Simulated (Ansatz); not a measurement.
Ansatz (a program for electronic structure) run on AgAu3 (I4mm, 4 atoms in the cell): self-consistent single point.

Method of the run: PBEsol, default PAW files made with PBE (plane waves; Ansatz).

```
AgAu3
1.0
   -2.04632     2.04632     4.14193
    2.04632    -2.04632     4.14193
    2.04632     2.04632    -4.14193
Ag Au
1 3
Direct
  0.00604   0.00604   0.00000
  0.75000   0.25000   0.50000
  0.25000   0.75000   0.50000
  0.50000   0.50000   0.00000
```

Reference input (self-consistent single point, DFT, PBEsol, plane waves, default PAW files made with PBE): basis.ecutwfc = 420 eV; kpoints.mp_grid.grid = 11 11 11; hamiltonian.xc = pbesol; hamiltonian.pseudopotentials = {kind: paw} (the program's default PAW files); scf.occupations.method = fermi_dirac; scf.occupations.width = 0.1 eV. This run's input differs from it in these lines:

Ansatz 0.2 input:
```diff
@@ -14,3 +14,3 @@
 kpoints:
-  mp_grid: { grid: [11, 11, 11] }
+  mp_grid: { grid: [6, 6, 6] }
 hamiltonian:
@@ -19,3 +19,3 @@
 scf:
-  occupations: { method: fermi_dirac, width: 0.1 }
+  occupations: { method: fermi_dirac, width: 0.3 }
 output:
```

Log, with long lists cut:

```
SCF iter   1: F=—  HF=-46543.869374 eV  |F-HF|=—  |Δ(HF+E_count)|=         —  Δρ=8.26e-3  dr2=4.64e-2  ethr=1.77e-3  ⟨swp⟩=7.3  Hψ=5166  notcnv=0  defer=6
all-band conjugate gradients solve this SCF's bands
preconditioner: auto → Kerker (q_TF=auto, 2.770 Å⁻¹)
SCF iter   2: F=—  HF=-46543.859474 eV  |F-HF|=—  |Δ(HF+E_count)|=   9.90e-3  Δρ=2.88e-3  dr2=5.33e-3  ethr=6.11e-5  ⟨swp⟩=2.7  Hψ=2460  notcnv=0  defer=5
   [... lines left out ...]
SCF iter   4: F=—  HF=-46543.857916 eV  |F-HF|=—  |Δ(HF+E_count)|=   4.81e-5  Δρ=2.65e-4  dr2=3.11e-5  ethr=5.39e-7  ⟨swp⟩=2.1  Hψ=2246  notcnv=0  defer=5
SCF iter   5: F=—  HF=-46543.857889 eV  |F-HF|=—  |Δ(HF+E_count)|=   2.73e-5  Δρ=6.77e-5  dr2=2.95e-6  ethr=4.10e-8  ⟨swp⟩=2.8  Hψ=2814  notcnv=0  defer=5
SCF iter   6: F=—  HF=-46543.857889 eV  |F-HF|=—  |Δ(HF+E_count)|=   2.16e-7  Δρ=1.96e-5  dr2=4.58e-7  ethr=3.88e-9  ⟨swp⟩=2.3  Hψ=2485  notcnv=0  defer=5
SCF iter   7: F=-46543.857889 eV  HF=-46543.857889 eV  |F-HF|=2.58e-8  |Δ(HF+E_count)|=   9.12e-8  Δρ=7.51e-6  dr2=4.53e-8  ethr=1.32e-10  ⟨swp⟩=8.5  Hψ=5780  notcnv=0
SCF 1 converged in 7 iterations: F = -46543.857889 eV  dr2 = 4.53e-8
Free energy (F): -46543.857889 eV
Internal energy: -46543.531272 eV  (E = F + TS)
E sigma→0 (E₀):  -46543.694581 eV
Entropy (-TS):   -0.326616 eV (-81.654 meV/atom)
Fermi energy:    19.143592 eV
--- Forces (eV/Å), atoms counted from 1 ---
  atom   1  Ag     0.00000000     0.00000000    -0.25642835
  atom   2  Au    -0.00000000     0.00000000     0.15165543
  atom   3  Au     0.00000000     0.00000000     0.15165543
  atom   4  Au    -0.00000000     0.00000000    -0.04689089
--- Stress (GPa, compression-positive) ---
       -3.514145       0.000000       0.000000
        0.000000      -3.514145       0.000000
        0.000000      -0.000000      -3.748363
  P = ⅓ Tr σ = -3.5922 GPa (-35.922 kbar)
  The stress holds the Pulay correction. Without it, at fixed plane waves, as pw.x and ABINIT print it: P = -3.6366 GPa
```

The run converged in 7 iterations. Against the reference run the free energy drops by 37.9 meV/atom, the pressure goes from -3.80 to -3.59 GPa and the largest force hardly changes (0.253 to 0.256 eV/Å).

The starting cell comes from a database of computed structures (which also holds hypothetical and non-ambient phases and stackings), without a prior relaxation at this level. Its lattice was rescaled by up to half a per cent. One atom was moved a little off its site on purpose. With a pressure of about -4 GPa the cell is away from its equilibrium volume at this level. Ansatz's pressure includes its estimate of the finite-basis (Pulay) stress.
